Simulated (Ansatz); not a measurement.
## Effect of isotropic strain −4.93 % on Ge

Base system: Ge in the diamond structure (space group Fd-3m, No. 227; a = 5.761 Å).

Modification: an isotropic linear strain of −4.93 %; the atoms relax in the strained cell.

All numbers come from PBE/PAW in Ansatz (an electronic-structure program), no spin-orbit coupling. Γ-centred 10×10×10 mesh, Fermi–Dirac width 0.05 eV.

The volume per atom falls by 3.36 Å³ to 20.54 Å³ and the space group stays Fd-3m (No. 227). The energy grows by 117 meV/atom and the pressure goes from zero to 12.9 GPa. The band gap goes from zero to 0.41 eV and the gap character changes from absent to indirect, Γ → Γ–X (80 % along). The electron mass is 0.93 mₑ along k, 0.18 mₑ across (off the special points) and the hole mass (degenerate bands, along [100]) is 0.044, 0.20, 0.20 mₑ (at Γ). The valley order (the lowest conduction-band minima on the path, energy above the VBM, named in the base's zone) comes out as a point along ⟨100⟩, about 0.9 Å⁻¹ from Γ 0.41 eV; L along ⟨111⟩ 0.49 eV; Γ 0.95 eV.

Final structure:

```xyz
2
Lattice="0.0000 2.7386 2.7386 2.7386 0.0000 2.7386 2.7386 2.7386 0.0000" Properties=species:S:1:pos:R:3 pbc="T T T"
Ge     0.0000     0.0000     0.0000
Ge     1.3693     1.3693     1.3693
```

Cost of the whole job for the changed cell (relaxation, final SCF and bands): roughly 4 core-seconds.

Masses are band curvatures over ±0.01 Å⁻¹ around the edge. Along k means along the line from Γ to the band edge. Stability against distortions was not tested. The zero or small gap of Ge can change with the level of theory.
